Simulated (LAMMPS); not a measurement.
Size effects in liquid Ag (fcc) at 1360 K and zero pressure.

Computed with classical MD, pair style eam, the elements' _u3.eam files (universal-3 set of Foiles, Baskes and Daw); code LAMMPS.

```tsv
atoms	volume	first peak of g(r)	D(Ag)	rough cost (core-seconds per simulated ps)
108	20.65 ± 0.02 Å³/atom	2.81 Å, height 2.8	(3.2 ± 0.1) × 10^-5 cm²/s	0.07
256	20.712 ± 0.004 Å³/atom	2.82 Å, height 2.9	(4.0 ± 0.3) × 10^-5 cm²/s	0.23
4000	20.733 ± 0.005 Å³/atom	2.82 Å, height 2.8	(4.51 ± 0.08) × 10^-5 cm²/s	1.5
16384	20.734 ± 0.004 Å³/atom	2.82 Å, height 2.7	(4.53 ± 0.08) × 10^-5 cm²/s	13
```

Periodic images slow diffusion in small cells, by a term that falls as 1/L. Costs are rough.

Errors of D are the spread over four groups of atoms in one short run; a floor of about 5 %, a picked value, is safer.

Uncertainties are statistical and leave out the potential's own error.
